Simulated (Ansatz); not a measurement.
**How the elastic constant C11 of CsCl-type CoAl moves with the method**

No measured value is used here.

| level (code) | value (GPa) | cell (Å³/atom) |
|---|---|---|
| LDA (Ansatz) | 339 | 10.90 |
| PBE (Ansatz) | 293 | 11.60 |
| PBEsol (Ansatz) | 317 | 11.25 |
| r²SCAN (Ansatz) | 347 | 11.25 |
| HSE06 (Ansatz) | 384 | 11.09 |

The crystal itself was run without spin with LDA, PBE, PBEsol, r²SCAN, HSE06. HSE06: hybrids on metals are sensitive to the k mesh. Each level is taken at its own relaxed cell. Cutoffs and k meshes differ between the levels. Ansatz's density-functional and Hartree–Fock values are scalar-relativistic unless marked +SOC, with PAW data made under PBE.

Ansatz is an electronic-structure program.
